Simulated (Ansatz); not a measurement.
Take MoP (space group P-6m2, No. 187; a = 3.2076 Å, c = 3.1727 Å; relaxed with 0.1 eV smearing) as the base.

The values are results of DFT with PBEsol, PAW potentials and a 420 eV plane-wave cutoff in Ansatz (a quantum-chemistry and plane-wave program), scalar-relativistic without spin-orbit coupling, not measurements.

For the base:

The pressure comes out as 0.0 GPa.

It is then changed as follows: every lattice vector is shortened by 2.19 %, atoms relaxed at fixed cell.

Question: Predict the new pressure.

Answer: The pressure (mean of the normal stresses, compression positive) goes from zero to 18.6 GPa.

Question: How does this affect the energy relative to the base?

Answer: The energy rises by 50 meV/atom.

The cells carry an imposed strain or load. No phonon test of stability was made. All final runs are without spin polarisation. An odd electron count without spin: MoP.
